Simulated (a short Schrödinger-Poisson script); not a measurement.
From a short Schrödinger-Poisson script (our own, NumPy): 1D Poisson equation in equilibrium, electrons quantum, Hartree (BenDaniel-Duke, 40 states a valley, the channel's in-plane mass for all, wave functions free to enter the barrier), parabolic valleys, classical holes, full ionisation, no traps, pinning or gate leakage.

Stack: gated Al0.33Ga0.67N/GaN polarisation-induced gas, at 300 K.

From the gate side: 15 nm Al0.33Ga0.67N; 6000 nm GaN, acceptors 1e15 cm⁻³.

The device is made up for the run: typed textbook-type constants, with dimensions and the other settings drawn at random. Al0.33Ga0.67N: permittivity 9.3, conduction-band edge (eV) 0.462, gap (eV) 4.09, electron mass (mₑ) 0.24, Nv at 300 K (cm⁻³) 4.6e19. GaN: permittivity 9.5, conduction-band edge (eV) 0, gap (eV) 3.43, Nv at 300 K (cm⁻³) 4.6e19.

Channel valleys (confinement mass, in-plane density-of-states mass, number): Γ 0.2, 0.2, 1. At the gate the conduction-band edge of layer 1 lies 1.27 eV − eVg above the Fermi level of the channel; the field vanishes at the back. Sheet of polarisation charge: +1.6e13 e/cm² at 15 nm from the gate. The barrier under the gate holds no holes. Gaps are held at their typed values at every temperature. Mesh 0.08 nm at interfaces.

Q: Give the centroid of the channel electrons at Vg = 0.5 V (nm); the sheet density of all electrons at Vg = 0.5 V (cm⁻²); the capacitance at Vg = 0.5 V (μF/cm²).

A: centroid of the channel electrons at Vg = 0.5 V (nm): 1.96; sheet density of all electrons at Vg = 0.5 V (cm⁻²): 1.34e13; capacitance at Vg = 0.5 V (μF/cm²): 0.522.
